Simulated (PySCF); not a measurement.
PySCF 2.14.0, WB97X/def2-svp, df: Cu(I)(MeCN) (CC#[N]->[Cu][I]), 8 atoms. The geometry is a generated start, not checked to be a minimum at this level.

```yaml
task: energy
method: wb97x
basis: def2-svp
two_electron_scheme: density fitting
mol.max_memory: 3000 MB
mf.max_cycle: 100
mf.init_guess: minao (default)
mf.DIIS: CDIIS (default)
mf.diis_space: 8 (default)
mf.conv_tol: 1e-09 (default)
mf.grids.level: 3 (default)
effective_core_potentials: those of the basis set, past Kr
basis_functions: 114
grid_points: 114160
```

```xyz
8

Cu    -0.4135     1.9455    -1.6707
I     -0.7882     3.7785    -3.2131
C      0.2779    -1.3142     1.1265
C      0.0466    -0.2449     0.2158
N     -0.1343     0.6049    -0.5441
H      0.0979    -0.9711     2.1459
H      1.3097    -1.6580     1.0391
H     -0.3960    -2.1408     0.9006
```

Charge 0 and multiplicity 1 are set for this test and not shown to be the ground state.

One run each on 2 threads, 1 BLAS thread. Values of level_shift (Hartree) tried: 0 (default), 0.1, 0.3, 1.

Problem. Which value of level_shift (Hartree) needs the fewest Fock builds, and what happens away from it?

Solution. Fewest Fock builds, within one of each other: 0 (default) with 17, 0.1 with 17, 0.3 with 17. The count rises to 33 at 1. All converge to one solution.

```json
[
 {"level_shift (Hartree)": "0 (default)", "Fock builds": "17", "end": "same solution"},
 {"level_shift (Hartree)": "0.1", "Fock builds": "17", "end": "same solution"},
 {"level_shift (Hartree)": "0.3", "Fock builds": "17", "end": "same solution"},
 {"level_shift (Hartree)": "1", "Fock builds": "33", "end": "same solution"}
]
```
